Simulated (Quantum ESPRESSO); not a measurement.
A zone-centre phonon calculation of P (Imma, 2 atoms in the cell) with Quantum ESPRESSO.

Computed with LDA (PW92), PseudoDojo standard norm-conserving (LDA) pseudopotentials (plane waves; Quantum ESPRESSO).

```yaml
crystal:
  lattice:
    - [1.69659, 2.52271, 1.86452]
    - [-1.69659, 2.52271, 1.86452]
    - [-1.69659, -2.52271, 1.86452]
  atoms:
    - { symbol: P, position: [0.05331, 0.25000, 0.80331] }
    - { symbol: P, position: [0.94669, 0.75000, 0.19669] }
```

Reference input (self-consistent single point, DFT, LDA (PW92), plane waves, PseudoDojo standard norm-conserving (LDA) pseudopotentials): ecutwfc = 50 Ry; occupations = smearing; smearing = gaussian; degauss = 0.0073499 Ry; potentials = {P: P.upf}; K_POINTS = automatic 9 9 9 0 0 0; conv_thr = 1e-09 Ry; mixing_beta = 0.4. This run's input differs from it in these lines:

```diff
@@ -15,3 +15,3 @@
    ntyp = 1
-   ecutwfc = 50
+   ecutwfc = 42
    occupations = 'smearing'
```

Step 2 (ph.x):

```fortran
phonons at the zone centre
&inputph
   outdir = './tmp'
   tr2_ph = 1.0d-14
   fildyn = 'dyn.G'
/
0.0 0.0 0.0
```

Output, abridged:

Output of step 1:

```
     Self-consistent Calculation

     iteration #  1     ecut=    42.00 Ry     beta= 0.40

---- Real-time Memory Report at c_bands before calling an iterative solver
            63 MiB given to the printing process from OS
            26 MiB allocation reported by mallinfo(arena+hblkhd)
------------------

     Threshold (ethr) on eigenvalues was too large:
     Diagonalizing with lowered threshold

---- Real-time Memory Report at c_bands before calling an iterative solver
            63 MiB given to the printing process from OS
            27 MiB allocation reported by mallinfo(arena+hblkhd)
------------------

   [... lines left out ...]

---- Real-time Memory Report at c_bands before calling an iterative solver
            66 MiB given to the printing process from OS
            30 MiB allocation reported by mallinfo(arena+hblkhd)
------------------

     total energy              =     -27.82160785 Ry
     estimated scf accuracy    <          2.1E-09 Ry

     iteration #  8     ecut=    42.00 Ry     beta= 0.40

---- Real-time Memory Report at c_bands before calling an iterative solver
            66 MiB given to the printing process from OS
            30 MiB allocation reported by mallinfo(arena+hblkhd)
------------------
     End of self-consistent calculation

     the Fermi energy is     9.8787 ev

!    total energy              =     -27.82160785 Ry
     estimated scf accuracy    <          6.4E-11 Ry
     smearing contrib. (-TS)   =      -0.00006546 Ry
     internal energy E=F+TS    =     -27.82154239 Ry

     convergence has been achieved in   8 iterations

     Forces acting on atoms (cartesian axes, Ry/au):

     atom    1 type  1   force =     0.00000000    0.00000000   -0.00772234
     atom    2 type  1   force =     0.00000000    0.00000000    0.00772234

     Total force =     0.010921     Total SCF correction =     0.000007

          total   stress  (Ry/bohr**3)                   (kbar)     P=      -30.41
  -0.00017883   0.00000000  -0.00000000          -26.31        0.00       -0.00
   0.00000000  -0.00023651   0.00000000            0.00      -34.79        0.00
  -0.00000000   0.00000000  -0.00020488           -0.00        0.00      -30.14

   JOB DONE.
```

Output of step 2:

```
     Reading xml data from directory:

     ./tmp/pwscf.save/

     G-vector sticks info
     --------------------
     sticks:   dense  smooth     PW     G-vecs:    dense   smooth      PW
     Sum         505     505    159                 7885     7885    1425

     Reading collected, re-writing distributed wavefunctions in ./tmp/

     Number and degeneracy of irreps per q-point
       N         xq(1)         xq(2)         xq(3)   N irreps
       1   0.000000000   0.000000000   0.000000000       6
     No degeneracy

     Calculation of q =    0.0000000   0.0000000   0.0000000
     warning: symmetry operation #  2 not compatible with FFT grid.
   0   0   1
   1  -1   1
   1   0   0
     warning: symmetry operation #  3 not compatible with FFT grid.
  -1   1  -1
   0   0  -1
   0  -1   0
     warning: symmetry operation #  4 not compatible with FFT grid.
   0  -1   0
  -1   0   0
  -1   1  -1
     warning: symmetry operation #  6 not compatible with FFT grid.
   0   0  -1
  -1   1  -1
  -1   0   0
     warning: symmetry operation #  7 not compatible with FFT grid.
   1  -1   1
   0   0   1
   0   1   0
     warning: symmetry operation #  8 not compatible with FFT grid.
   0   1   0
   1   0   0
   1  -1   1

 %%%%%%%%%%%%%%%%%%%%%%%%%%%%%%%%%%%%%%%%%%%%%%%%%%%%%%%%%%%%%%%%%%%%%%%%%%%%%%
     Error in routine phq_setup (1):
     FFT grid incompatible with symmetry
 %%%%%%%%%%%%%%%%%%%%%%%%%%%%%%%%%%%%%%%%%%%%%%%%%%%%%%%%%%%%%%%%%%%%%%%%%%%%%%

     stopping ...
```

The program stopped in the step ph.x before computing anything there. 

The starting cell comes from a database of computed structures (which also holds hypothetical and non-ambient phases and stackings), without a prior relaxation at this level. Its lattice was rescaled by up to half a per cent.
